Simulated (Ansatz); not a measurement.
Au2Bi (Fd-3m), Ansatz (an electronic-structure program) with PBEsol, DFPT electron-phonon coupling, linearised Boltzmann equation. Phonon-limited resistivity 32.1 μΩ·cm at 300 K, 42.9 μΩ·cm at 400 K, current-weighted mean free path 8.1 nm, Drude plasma energy 4.25 eV.

**Question.** What temperature coefficient of resistance follows, and how does it compare with 1/T?

**Answer.** (ρ₄₀₀ − ρ₃₀₀)/(100 K × ρ₃₀₀) = 3.36×10⁻³ K⁻¹, against 1/T = 3.33×10⁻³ K⁻¹ for a resistivity proportional to T. Impurities would add a constant and lower it.

**Question.** Estimate the resistivity of a 80 nm square wire with diffuse walls from ρ ≈ ρ₀(1 + 3ℓ/4d).

**Answer.** 1 + 0.75 × 8.1/80 = 1.08, so ρ ≈ 34.5 μΩ·cm and a line 1 μm long has 54.0 Ω. The formula is the free-electron limit for d well above ℓ; grain boundaries add to it.

**Question.** What is the classical skin depth at 100 GHz (nonmagnetic, μ₀ = 1.257×10⁻⁶ H/m)?

**Answer.** δ = √(ρ/(π f μ₀)) = 902 nm.

A metal at this level (no band gap). Only scattering by harmonic phonons is included (no impurities, grain boundaries, electron-electron scattering or thermal expansion). Spin-orbit coupling is left out, which matters with elements this heavy. The squared frequency of the phonon mode least converged on the k mesh is uncertain by about 13 %. Halving the electron mesh (20x20x20) moves the resistivity by up to 4 % at 300 K, the mean free path by up to 4 %. Smearing 0.20 eV; phonons on a 3x3x3 q mesh, which this run doesn't test.

Formula and space group known from diffraction (Crystallography Open Database), not checked to be the room-temperature form: Au2Bi (Fd-3m).
